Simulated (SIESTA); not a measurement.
Band structure of TiNbC₂ (R-3m, 4 atoms in the cell).

```
CELL_PARAMETERS angstrom
      1.56522     0.90368     5.09669
     -1.56522     0.90368     5.09669
      0.00000    -1.80736     5.09669
ATOMIC_POSITIONS crystal
  Ti 0.50000 0.50000 0.50000
  Nb 0.00000 0.00000 0.00000
  C  0.75243 0.75243 0.75243
  C  0.24757 0.24757 0.24757
```

Method of the run: GGA PBEsol, numerical atomic orbitals TZP, PseudoDojo PBEsol standard norm-conserving potentials (rewritten from UPF to PSML) in SIESTA.

Settings: XC.functional = GGA; XC.authors = PBEsol; potentials = PseudoDojo PBEsol standard; PAO.BasisSize = TZP; PAO.EnergyShift = 0.005 Ry; MeshCutoff = 350 Ry; kgrid.MonkhorstPack = 8 8 8; OccupationFunction = MP; OccupationMPOrder = 0; ElectronicTemperature = 0.05 eV; MaxSCFIterations = 150; SCF.Mixer.Method = Pulay; SCF.Mixer.Weight = 0.1; SCF.Mixer.History = 6.

The starting cell comes from a database of computed structures (which also holds hypothetical and non-ambient phases and stackings), without a prior relaxation at this level. Spin polarisation is off. Values carry the incompleteness of an atom-centred basis.

Levels in eV from the Fermi level, bands 14 to 19:
```json
[
 {"point": "Γ", "14": "-0.53", "15": "-0.53", "16": "-0.46", "17": "0.73", "18": "0.73", "19": "0.76"},
 {"point": "L", "14": "-3.38", "15": "-3.22", "16": "-2.52", "17": "0.26", "18": "0.68", "19": "2.41"},
 {"point": "B1", "14": "-3.92", "15": "-3.27", "16": "-3.04", "17": "1.18", "18": "1.23", "19": "2.21"},
 {"point": "B", "14": "-3.92", "15": "-3.27", "16": "-3.04", "17": "1.18", "18": "1.23", "19": "2.21"},
 {"point": "Z", "14": "-3.34", "15": "-2.48", "16": "-2.48", "17": "0.56", "18": "0.56", "19": "1.04"},
 {"point": "X", "14": "-3.84", "15": "-3.44", "16": "-3.00", "17": "1.09", "18": "1.83", "19": "1.90"},
 {"point": "Q", "14": "-3.84", "15": "-3.44", "16": "-3.00", "17": "1.09", "18": "1.83", "19": "1.90"},
 {"point": "F", "14": "-3.78", "15": "-3.07", "16": "-0.77", "17": "-0.74", "18": "2.09", "19": "2.27"},
 {"point": "P1", "14": "-3.78", "15": "-3.06", "16": "-1.10", "17": "-0.76", "18": "2.11", "19": "2.19"},
 {"point": "P", "14": "-3.78", "15": "-3.06", "16": "-1.10", "17": "-0.76", "18": "2.11", "19": "2.19"}
]
```

Bands cross the Fermi level along this path, so the cell is metallic at this level.

Higher empty bands are left out: an atom-centred basis made for the valence describes them poorly.
